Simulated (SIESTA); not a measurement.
## Parameter sweep on NbPb₃ (Pm-3m, 4 atoms in the cell)

```
CELL_PARAMETERS angstrom
      4.73318     0.00000     0.00000
      0.00000     4.73318     0.00000
      0.00000     0.00000     4.73318
ATOMIC_POSITIONS crystal
  Pb 0.00000 0.50000 0.50000
  Pb 0.50000 0.50000 0.00000
  Pb 0.50000 0.00000 0.50000
  Nb 0.00000 0.00000 0.00000
```

Base run A: GGA PBE, numerical atomic orbitals DZP, PseudoDojo PBE standard norm-conserving potentials (rewritten from UPF to PSML) in SIESTA, self-consistent single point.

Its settings: XC.functional = GGA; XC.authors = PBE; potentials = PseudoDojo PBE standard; PAO.BasisSize = DZP; PAO.EnergyShift = 0.01 Ry; MeshCutoff = 400 Ry; kgrid.MonkhorstPack = 9 9 9 shifted by 0.5 0.5 0.5; OccupationFunction = FD; ElectronicTemperature = 100 meV; MaxSCFIterations = 150; SCF.Mixer.Method = Pulay; SCF.Mixer.Weight = 0.2; SCF.Mixer.History = 6; SCF.DM.Tolerance = 1.0E-04.

The starting cell was generated: these elements placed on a structure prototype, without a prior relaxation; it need not be a known phase or ordering of this composition. Spin polarisation is off. Values carry the incompleteness of an atom-centred basis.

ΔF is the free energy per atom less that of run A. 

| run | change | ΔF (meV/atom) | pressure (GPa) |
|---|---|---|---|
| A | base | 0.00 | 0.94 |
| B | lattice scaled by 0.97 | 55.1 | 7.36 |
| C | lattice scaled by 0.97; MeshCutoff: 400 Ry → 240 Ry | 54.3 | 7.41 |
| D | lattice scaled by 0.985 | 16.3 | 3.66 |
| E | lattice scaled by 0.985; MeshCutoff: 400 Ry → 240 Ry | 15.5 | 3.76 |
| F | lattice scaled by 1.015 | 1.34 | -1.33 |
| G | lattice scaled by 1.015; MeshCutoff: 400 Ry → 240 Ry | 0.53 | -1.24 |
| H | lattice scaled by 1.03 | 19.2 | -3.39 |
| I | lattice scaled by 1.03; MeshCutoff: 400 Ry → 240 Ry | 18.3 | -3.37 |
| J | MeshCutoff: 400 Ry → 240 Ry | -0.82 | 1.07 |

Run D against A: The free energy rises by 16.3 meV/atom and the pressure goes from 0.94 to 3.66 GPa.

Run G against A: The free energy hardly moves (within 1 meV/atom) and the pressure goes from 0.94 to -1.24 GPa.

Run J against A: The free energy is nearly the same (within 1 meV/atom) and the pressure goes from 0.94 to 1.07 GPa.
